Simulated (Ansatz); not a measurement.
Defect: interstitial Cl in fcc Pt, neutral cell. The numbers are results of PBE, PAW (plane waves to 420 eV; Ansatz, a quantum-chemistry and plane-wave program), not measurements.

Cell of 32 host sites held at the relaxed PBE lattice; a 2×2×2 k-point mesh shifted by half a step; Fermi-Dirac width 0.10 eV, spin-restricted; finite-size errors left in. Static, classical nuclei. Spin-orbit coupling is left out. Sites that were not tried may lie lower.

Barriers: single points on a 4×4×4 k-point mesh shifted by half a step at the bands' geometries (they differ from the bands' own by up to 0.07 eV, and are uncertain by about as much).

The step: several atoms move together, Cl the farthest; the atom moves 1.71 Å along (0.25, -0.25, 0.25) of the unit cell; the moving atom starts with neighbours 4 Pt at 2.12 Å and ends with 6 Pt at 2.30 Å.

Question: What migration barrier of this step does PBE, PAW give?

Answer: 0.82 eV forward and 0.53 eV backward. At the saddle the moving atom has neighbours 3 Pt at 2.13, Pt at 2.61, 2 Pt at 2.75, Pt at 2.76 Å. The saddle point's order was not checked, and it lies on a symmetry element of the cell, where a band can be held.
